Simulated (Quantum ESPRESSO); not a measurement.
Input and output of a self-consistent single point for SiO₂ (P3_221, 9 atoms in the cell) (Quantum ESPRESSO).

Method of the run: vdW-DF-cx, GBRV 1.5 ultrasoft (PBE) pseudopotentials (plane waves; Quantum ESPRESSO 7.5).

```
CELL_PARAMETERS angstrom
      4.85412     0.00000     0.00000
     -2.42706     4.20379     0.00000
      0.00000     0.00000     5.36265
ATOMIC_POSITIONS crystal
  Si 0.00000 0.46880 0.33333
  Si 0.53120 0.53120 0.00000
  Si 0.46880 0.00000 0.66667
  O  0.14454 0.73144 0.54782
  O  0.26856 0.41310 0.21449
  O  0.58690 0.85546 0.88115
  O  0.73144 0.14454 0.45218
  O  0.41310 0.26856 0.78551
  O  0.85546 0.58690 0.11885
```

Reference input (self-consistent single point, DFT, PBE, plane waves, GBRV 1.5 ultrasoft (PBE) pseudopotentials): ecutwfc = 40 Ry; ecutrho = 200 Ry; occupations = fixed; potentials = {Si: si_pbe_v1.uspp.F.UPF, O: o_pbe_v1.2.uspp.F.UPF}; K_POINTS = automatic 8 8 6 0 0 0; nbnd = 32; conv_thr = 1e-10 Ry. This run's input differs from it in these lines:

```diff
@@ -19,2 +19,3 @@
    nbnd = 32,
+   input_dft = 'vdw-df-cx',
 /
```

Output (repeated stretches shortened):

```
     Self-consistent Calculation

     iteration #  1     ecut=    40.00 Ry     beta= 0.70

---- Real-time Memory Report at c_bands before calling an iterative solver
           162 MiB given to the printing process from OS
           111 MiB allocation reported by mallinfo(arena+hblkhd)
------------------

     -----------------------------------------------
     Non-local corr. energy    =       0.76182331 Ry
     -----------------------------------------------

     total energy              =    -222.48543214 Ry
     estimated scf accuracy    <       2.26372268 Ry

     iteration #  2     ecut=    40.00 Ry     beta= 0.70

   [... lines left out ...]
     Non-local corr. energy    =       0.74007178 Ry
     -----------------------------------------------

     total energy              =    -223.41074125 Ry
     estimated scf accuracy    <          8.7E-10 Ry

     iteration # 12     ecut=    40.00 Ry     beta= 0.70

---- Real-time Memory Report at c_bands before calling an iterative solver
           263 MiB given to the printing process from OS
           130 MiB allocation reported by mallinfo(arena+hblkhd)
------------------

     -----------------------------------------------
     Non-local corr. energy    =       0.74007163 Ry
     -----------------------------------------------
     End of self-consistent calculation

     highest occupied, lowest unoccupied level (ev):     2.7452    9.0182

!    total energy              =    -223.41074125 Ry
     estimated scf accuracy    <          9.0E-12 Ry

     convergence has been achieved in  12 iterations

     -----------------------------------------------
     Non-local corr. energy    =       0.74007163 Ry
     -----------------------------------------------

     Forces acting on atoms (cartesian axes, Ry/au):

     atom    1 type  1   force =    -0.00074117    0.00128375    0.00000000
     atom    2 type  1   force =    -0.00074117   -0.00128375   -0.00000000
     atom    3 type  1   force =     0.00148235   -0.00000000    0.00000000
     atom    4 type  2   force =    -0.02775567   -0.00156091    0.01594419
   [... lines left out ...]
     Total force =     0.078542     Total SCF correction =     0.000005
   [... lines left out ...]
     Non-local corr. energy    =       0.74007163 Ry
     -----------------------------------------------

          total   stress  (Ry/bohr**3)                   (kbar)     P=      126.87
   0.00086355   0.00000000   0.00000000          127.03        0.00        0.00
   0.00000000   0.00086355   0.00000000            0.00      127.03        0.00
  -0.00000000  -0.00000000   0.00086025           -0.00       -0.00      126.55

   JOB DONE.
```

The run converged in 12 iterations. Against the reference run the pressure goes from 14.36 to 12.69 GPa, the largest force goes from 0.766 to 0.824 eV/Å and the gap on the mesh goes from 6.260 to 6.273 eV.

The starting cell comes from a database of computed structures (which also holds hypothetical and non-ambient phases and stackings), without a prior relaxation at this level. Its lattice was rescaled by a random factor within 2.5 % of one. With a pressure of about 13 GPa the cell is away from its equilibrium volume at this level.

Cost on one core of a shared machine: roughly 2 min.
